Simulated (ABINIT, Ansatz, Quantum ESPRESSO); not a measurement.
**CsSiI3 (R3m, 5 atoms in the cell) computed with different codes at matched settings**

Self-consistent single point.

```xyz
5
Lattice="4.2423 2.4493 3.6912 -4.2423 2.4493 3.6912 0.0000 -4.8986 3.6912" Properties=species:S:1:pos:R:3 pbc="T T T"
Cs     0.0000     0.0000     0.0112
Si     0.0000     0.0000     5.1233
I      0.0000     2.3145     3.8135
I     -2.0044    -1.1573     3.8135
I      2.0044    -1.1573     3.8135
```

Shared settings, as Ansatz (an electronic-structure program) writes them: kpoints.mp_grid.grid = 4 4 4; magnetization.spin_orbit = true; scf.occupations.method = fermi_dirac; scf.occupations.width = 0.05 eV. Potentials and cutoffs stand in the table.

```
code                                                                                                            model  pressure (GPa)  largest force (eV/Å)  gap on the mesh (eV)  cutoff
----------------  ---------------------------------------------------------------------------------------------------  --------------  --------------------  --------------------  ------
Ansatz                                                   LDA (PW92) with spin-orbit coupling, PAW files made with PBE           -1.75                 0.052                     –  420 eV
Quantum ESPRESSO  LDA (PZ), spin-orbit coupling, PseudoDojo fully relativistic norm-conserving (PBE) pseudopotentials           -1.52                 0.207                 0.631   70 Ry
ABINIT                                                        LDA (PW92), spin-orbit coupling, PAW (JTH v2.0 LDA PAW)           -1.79                 0.063                 0.679   21 Ha
```

Size of the force on each atom (eV/Å): Sizes of forces hide their directions.

```tsv
code	Cs1	Si2	I3	I4	I5
Ansatz	0.001	0.052	0.024	0.024	0.024
Quantum ESPRESSO	0.001	0.207	0.132	0.132	0.132
ABINIT	0.001	0.063	0.036	0.036	0.036
```

A dash marks a value that a program does not give, or that is left out as unsure.

No gap is tabulated for Ansatz: it is not read from that output, or partly filled or unconverged empty levels leave it unsure.

Gaps are read on the mesh.

The spread over the programs that give each value: pressure within 0.27 GPa; largest force within 0.155 eV/Å; gap on the mesh within 0.048 eV.

Ansatz's pressure is given at a fixed set of plane waves, as the other plane-wave codes print theirs. The same LDA comes in different parametrisations, which differ slightly. In the force vectors, Quantum ESPRESSO (by 0.143) lies more than 0.08 eV/Å from the median of the plane-wave programs.

The starting cell comes from a database of computed structures (which also holds hypothetical and non-ambient phases and stackings), without a prior relaxation at this level.

Keys are those of Ansatz 0.2.
